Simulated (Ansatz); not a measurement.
**SiC: energy against volume**

SiC (zinc blende, F-43m, 10.502 Å³/atom and stress up to 0.01 GPa in the relaxed cell, cube axes along x, y and z) under hydrostatic pressure, with the cell free. PBE in Ansatz, a plane-wave DFT program (PAW, default set), 420 eV, 13×13×13 Γ-centred mesh, Fermi-Dirac smearing 0.05 eV; ions are relaxed, or left where forces stay under 0.02 eV/Å, within the symmetry of each cell.

Here V stands for volume and E for E less E0.

```
volume (Å³/atom)  E less E0 (meV/atom)  pressure (GPa)
----------------  --------------------  --------------
10.6017                           0.61           -1.98
10.5506                           0.15           -0.98
10.5017                           0.00            0.00
10.4580                           0.13            0.89
10.4009                           0.66            2.09
10.2909                           2.91            4.48
10.0979                          10.99            9.00
9.8659                               ?               ?
```

Taking the third-order Birch-Murnaghan form, a cubic in V^(-2/3) for E over the 7 complete rows: With u = V^(-2/3) - 0.2097, the rows have u = -0.0024873, -0.0018188, -0.0011740, -0.0005935, 0.0001711, 0.0016640, 0.0043487. Least squares gives E = 0.505 + 848.0·u + 358533·u² + 205906·u³. Residuals (row less fit): -0.001, 0.003, -0.003, 0.002, -0.001, 0.000, 0.000; standard error 0.003 (degrees of freedom: 3). Its minimum lies at u = -0.0011838, so V0 = (0.2085162)^(-3/2) = 10.50. There d²E/du² = 715600 and d³E/du³ = 1235000, so B0 = (4/9) × 10.50^(-7/3) × 715600 × 0.160218 = 211 GPa (the last factor turns the table's units into GPa), and B0' = 4 + (2/3) × 0.2085162 × (1235000)/715600 = 4.2. B0' rests on the cubic coefficient alone and has a standard error of 0.2 from these residuals.

**Question.** What does the fit predict for E at V = 9.8659, and how far is the calculated value from it?

**Answer.** u = 0.0076913, so E = 0.505 + 848.0 × 0.0076913 + 358533 × 0.0076913² + 205906 × 0.0076913³ = 28.330 meV/atom. The calculation gives 28.27 meV/atom, 0.060 meV/atom below the prediction (0.2 % of the range of E in the table). The row lies outside the fitted rows, so this is an extrapolation. The scatter of the fitted rows lies at the last printed digit.

Other structures, which can take over under pressure, weren't tried. The same form fitted to the pressure column gives B0' = 3.9; series where the two differ by over 0.4 aren't shown. Rows are the converged runs of the series near zero and its far end, less any whose ions stayed unrelaxed beside relaxed ones; series whose fitted rows scatter by over a few per cent of the range, as at a crossing or softening among them, aren't shown in this form.
